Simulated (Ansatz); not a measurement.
Problem. Name crystals whose resistivity at 300 K lies between 22 and 34 μΩ·cm and whose mean free path at 300 K lies between 6.3 and 9.8 nm, by Ansatz (an electronic-structure program) with PBEsol, DFPT electron-phonon coupling, linearised Boltzmann equation.

Solution. Many crystals can fit; among those computed here:
- BeAu (P2_13): 23 μΩ·cm, 7.9 nm
- OsO$_{2}$ (P4_2/mnm): 30 μΩ·cm, 6.8 nm
- PtGe2 (Pnnm): 27 μΩ·cm, 7.8 nm
- Au2Bi (Fd-3m): 32 μΩ·cm, 8.1 nm
- ScGe (Cmcm): 32 μΩ·cm, 8.7 nm

Metals; harmonic phonons alone scatter; means over directions. The mean free path is weighted by the current that each state carries. Halving the electron mesh moves these values by up to 11 %; q meshes are mostly untested. Spin-orbit coupling is left out.

Formula and space group known from diffraction (Crystallography Open Database), not checked to be the room-temperature form: Au2Bi (Fd-3m), BeAu (P2_13), OsO2 (P4_2/mnm), PtGe2 (Pnnm). The missing spin-orbit coupling matters most for Au2Bi (Fd-3m), BeAu (P2_13), OsO2 (P4_2/mnm), PtGe2 (Pnnm).
